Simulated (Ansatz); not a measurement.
## Ag, element substitutions

The reference is Ag in the fcc (Cu type) structure (space group Fm-3m, No. 225; a = 4.105 Å).

Each row replaces one element on all its sites; cell and atoms are relaxed.

All numbers come from r2SCAN, PAW, 500 eV (Ansatz, a first-principles code; no spin-orbit coupling).

Candidates:
(a) Ag → Rh
(b) Ag → Au
(c) Ag → Cu

Base values:

```
Property               Value
-------------------  -------
Lattice parameter a  4.105 Å
```

Q: Order them by lattice parameter a, highest first.

A: (b) Ag → Au (4.124 Å), (a) Ag → Rh (3.800 Å), (c) Ag → Cu (3.577 Å)

Stability against distortions was not tested. All final runs are without spin polarisation.
